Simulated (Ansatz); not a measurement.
```xyz
10
Lattice="2.5288 1.4600 4.4388 -2.5288 1.4600 4.4388 0.0000 -2.9201 4.4388" Properties=species:S:1:pos:R:3 pbc="T T T"
Ga     0.0000     0.0000     8.5660
Ga     0.0000     0.0000     1.9077
Ga     0.0000     0.0000     4.7505
Ga     0.0000     0.0000    11.4088
O      0.7658     1.5936     5.5485
O     -1.7630    -0.1335     5.5485
O     -0.7658    -1.5936     7.7680
O     -0.9972     1.4600     7.7680
O      1.7630     0.1335     7.7680
O      0.9972    -1.4600     5.5485
```

No spin polarisation.

Level of theory: PBE in Ansatz (plane waves to 420 eV, PAW, no SOC). k-mesh 8×8×8 (Γ-centred); smearing 0.05 eV (Fermi–Dirac).

Question: Estimate the smallest direct gap.

Answer: 2.80 eV.

Question: What electron mass does the calculation give?

Answer: 0.22 mₑ (at Γ).

Question: Estimate the width of the top valence band.

Answer: 0.48 eV.

The cells carry an imposed strain or load. Effective masses come from finite differences of ±0.01 Å⁻¹. Stability against distortions was not tested. The cell was made from Ga2O3 in the corundum structure (space group R-3c, No. 167) by this change: uniaxial strain ε_zz = −2.25 %.

Ansatz is an electronic-structure program.
